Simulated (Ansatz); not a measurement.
## Response to strain in CdF2

The reference is CdF$_{2}$ in the fluorite structure (space group Fm-3m, No. 225; a = 5.384 Å). Axes: x, y, z lie along the cube axes.

Strains are applied to the cell and any free atomic positions relax.

Computed with DFT with PBEsol, PAW potentials and a 420 eV plane-wave cutoff in Ansatz (a first-principles code), no SOC.

Candidates:
(a) uniaxial strain ε_zz = +1.50 %
(b) uniaxial strain ε_zz = +3.00 %
(c) uniaxial strain ε_zz = −1.00 %

Notes on the quantities. energy relative to the base: free energy F.

### Question
Order them by energy relative to the base, lowest first.

### Answer
(c) uniaxial strain ε_zz = −1.00 % (+0.7 meV/atom), (a) uniaxial strain ε_zz = +1.50 % (+1.6 meV/atom), (b) uniaxial strain ε_zz = +3.00 % (+6.3 meV/atom)

Whether these cells are dynamically stable was not tested.
